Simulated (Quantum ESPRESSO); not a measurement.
Convergence study of shifted k-point meshes for AlInSb₂ (Pmm2, 4 atoms in the cell)

```
AlInSb2
1.0
    4.49265     0.00000     0.00000
    0.00000     4.49265     0.00000
    0.00000     0.00000     6.32977
Al In Sb
1 1 2
Direct
  0.00000   0.00000   0.00790
  0.50000   0.50000   0.50000
  0.00000   0.50000   0.23337
  0.50000   0.00000   0.76663
```

Method of the run: LDA (PZ), PSlibrary ultrasoft (LDA) pseudopotentials (plane waves; Quantum ESPRESSO).

Base settings: ecutwfc = 50 Ry; ecutrho = 300 Ry; occupations = smearing; smearing = fermi-dirac; degauss = 0.000734986 Ry; K_POINTS = automatic 3 3 2 0 0 0; conv_thr = 1e-10 Ry; mixing_beta = 0.4.

Only quantities that move along the ladder and can be compared are tabulated.

The count of work is k-points × plane waves × bands × iterations; it is no time. 

The starting cell comes from a database of computed structures (which also holds hypothetical and non-ambient phases and stackings), without a prior relaxation at this level. Its lattice was rescaled by up to half a per cent. One atom was moved a little off its site on purpose.

Steps (K_POINTS): automatic 1 1 1 1 1 1; automatic 2 2 1 1 1 1; automatic 2 2 2 1 1 1; automatic 3 3 3 1 1 1; automatic 5 5 4 1 1 1; automatic 6 6 5 1 1 1; automatic 8 8 6 1 1 1; automatic 10 10 7 1 1 1; automatic 12 12 8 1 1 1; automatic 14 14 10 1 1 1; automatic 16 16 11 1 1 1.

Task: What is the coarsest K_POINTS that holds the forces within 0.01 eV/Å of the last step, with all finer ones?

Result: automatic 5 5 4 1 1 1, at 0.051 of the last step's count of work; the step before is off by 0.076 eV/Å.

Task: What is the coarsest K_POINTS that holds the free energy within 1 meV/atom of the last step, with all finer ones?

Result: automatic 8 8 6 1 1 1, at 0.12 of the last step's count of work; the step before is off by 3.1 meV/atom.

Task: What is the coarsest K_POINTS that holds the pressure within 0.1 GPa of the last step, with all finer ones?

Result: automatic 5 5 4 1 1 1, at 0.051 of the last step's count of work; the step before is off by 0.33 GPa.

```tsv
K_POINTS	free energy less the last step's (meV/atom)	pressure (GPa)	largest difference of a force vector from the last step's (eV/Å)	count of work / last
automatic 1 1 1 1 1 1	-2076.70	-13.78	0.177	0.0028
automatic 2 2 1 1 1 1	-143.58	-2.67	0.226	0.0026
automatic 2 2 2 1 1 1	-266.89	-3.44	0.302	0.0028
automatic 3 3 3 1 1 1	-65.84	-2.25	0.076	0.023
automatic 5 5 4 1 1 1	-7.51	-1.94	0.005	0.051
automatic 6 6 5 1 1 1	-3.12	-1.92	0.001	0.076
automatic 8 8 6 1 1 1	-0.69	-1.91	0.001	0.12
automatic 10 10 7 1 1 1	-0.17	-1.91	0.000	0.28
automatic 12 12 8 1 1 1	-0.05	-1.91	0.000	0.37
automatic 14 14 10 1 1 1	-0.01	-1.92	0.000	0.70
automatic 16 16 11 1 1 1	0.00	-1.91	0.000	1.0
```
